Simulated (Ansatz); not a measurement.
Take ZnS in the zinc blende structure (space group F-43m, No. 216; a = 5.389 Å) as the base. Axes: x, y, z lie along the cube axes.

Calculations: r2SCAN (Ansatz, a program for electronic structure; PAW; 500 eV plane waves; no spin-orbit coupling).

For the base:

| Property | Value |
|---|---|
| Band gap | 2.70 eV |

One thing is altered: compressive biaxial strain of 1.67 % in the plane normal to [111], as in epitaxy on a mismatched substrate; the out-of-plane cell vector and the atoms relax.

### Question
What happens to the ratio −ε⊥/ε∥?

### Answer
The ratio −ε⊥/ε∥ is 0.64.

### Question
How does this affect the energy relative to the base?

### Answer
The energy increases by 5.7 meV/atom.

### Question
Estimate the effect on the band gap.

### Answer
The band gap rises by 0.032 eV to 2.74 eV.

Whether these cells are dynamically stable was not tested.
